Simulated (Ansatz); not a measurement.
The starting structures come from a database of crystals and need not be the phases stable at ambient conditions.

Tunnelling through a barrier is set by its complex band structure: the current falls as exp(−2κd) with the smallest κ.

Given:

```
CELL_PARAMETERS angstrom
      3.84593     0.00000     0.00000
      1.92297     6.91427     0.00000
      0.00000     0.74687     6.28882
ATOMIC_POSITIONS crystal
  Si 0.05553 0.88894 0.87396
  Si 0.94447 0.11106 0.12604
  Si 0.55900 0.88200 0.65340
  Si 0.44100 0.11800 0.34660
  Si 0.21274 0.57452 0.05731
  Si 0.78726 0.42548 0.94269
  Si 0.72711 0.54578 0.58558
  Si 0.27289 0.45422 0.41442
```

Space group of this cell: C2/m. The cell is taken as given.

Transport runs along the normal of the first two printed cell vectors.

The gap is the functional's own, uncorrected, and κ follows it; spin-orbit coupling is left out. Mid-gap values are interpolated between the computed energies.

Q: Give the band gap and the smallest decay constant κ at mid-gap that Ansatz (a quantum-chemistry and plane-wave program) with r2SCAN yields.

A: Gap 0.41 eV on a 8×8×6 mesh; κ = 0.089 1/Å, at the zone centre.
